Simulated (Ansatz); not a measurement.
# Mg2NbN3: biaxial strain −1.64 %, plane normal [001], relaxed out of plane

The reference is Mg2NbN3 (space group C2/c, No. 15; a cell from a computed database, its experimental status unchecked).

```xyz
12
Lattice="4.7251 -3.0728 0.0000 4.7251 3.0728 0.0000 -2.6352 0.0000 5.0369" Properties=species:S:1:pos:R:3 pbc="T T T"
Mg     6.7777    -0.4947     2.1296
Mg     0.0373     0.4947     2.9073
Mg     1.3549    -0.4947     0.3889
Mg     5.4601     0.4947     4.6481
Nb     2.7487    -0.5457     3.7777
Nb     4.0663     0.5457     1.2592
N      2.7487    -2.4609     3.7777
N      4.0663     2.4609     1.2592
N      6.0063     0.4263     0.3703
N      0.8087    -0.4263     4.6667
N      2.1263     0.4263     2.1482
N      4.6887    -0.4263     2.8888
```

Cartesian axes are those of the cell as printed.

It is then changed as follows: compressive biaxial strain of 1.64 % in the plane normal to [001], as in epitaxy on a mismatched substrate; the out-of-plane cell vector and the atoms relax.

Calculations: Ansatz (a program for electronic structure), PBEsol, PAW, cutoff 420 eV, spin-orbit coupling left out. Settings: 6×6×5 k-points, 0.05 eV Fermi–Dirac smearing.

* **Volume per atom**: 11.97 Å³ (base 12.19 Å³)
* **Space group**: C2/c (No. 15) (base C2/c (No. 15))
* **Shortest interatomic distance**: 1.909 Å (base 1.915 Å)
* **Pressure (mean of the normal stresses, compression positive)**: 2.60 GPa (base 0.00 GPa)
* **Band gap**: 1.37 eV (base 1.33 eV)
* **Smallest direct gap**: 2.04 eV (base 1.98 eV)
* **Valence-band top at Γ (three highest levels, from the VBM)**: 0.00, -0.43, -0.58 eV (base 0.00, -0.44, -0.64 eV)
* **Out-of-plane strain**: +1.52 %
* **Ratio −ε⊥/ε∥**: 0.93
* **Mean in-plane stress (compression positive)**: +3.9 GPa

Final structure (turned so that z lies along the plane normal):

```
Mg2NbN3
1.0
    5.54383    -0.00004     0.02508
    2.24844     5.06741     0.02508
   -2.14991    -1.39810     5.09989
Mg Nb N
4 2 6
Direct
  0.91253   0.75715   0.42251
  0.08747   0.24285   0.57749
  0.24285   0.08747   0.07749
  0.75715   0.91253   0.92251
  0.58756   0.41244   0.75000
  0.41244   0.58756   0.25000
  0.90339   0.09661   0.75000
  0.09661   0.90339   0.25000
  0.59032   0.72391   0.07264
  0.40968   0.27609   0.92736
  0.27609   0.40968   0.42736
  0.72391   0.59032   0.57264
```

Stability against distortions was not tested.
